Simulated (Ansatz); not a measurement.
Here is the system:

```xyz
2
Lattice="0.0000 2.9969 2.8052 2.9969 0.0000 2.8052 2.9969 2.9969 0.0000" Properties=species:S:1:pos:R:3 pbc="T T T"
Cd     0.0000     0.0000     0.0000
S      1.4984     1.4984     1.4026
```

Computed with r2SCAN with spin-orbit coupling, rigid bands (plane waves, PAW; Ansatz, a first-principles code). Condition of this run: uniaxial stress zz = 1 GPa (compression positive) (the target of the relaxation). Geometry: cell and atoms relaxed with r2SCAN, then loaded as said.

What conductivity effective mass do dilute electrons have at 300 K?

0.167 (x), 0.167 (y), 0.162 (z) mₑ.

What conductivity effective mass do dilute holes have at 300 K?

0.86 (x), 0.86 (y), 0.45 (z) mₑ.

And the band gap?

1.44 eV at this level; semilocal functionals usually fall short of the measured gap.

Rigid bands, one relaxation time for all states, no polarons.
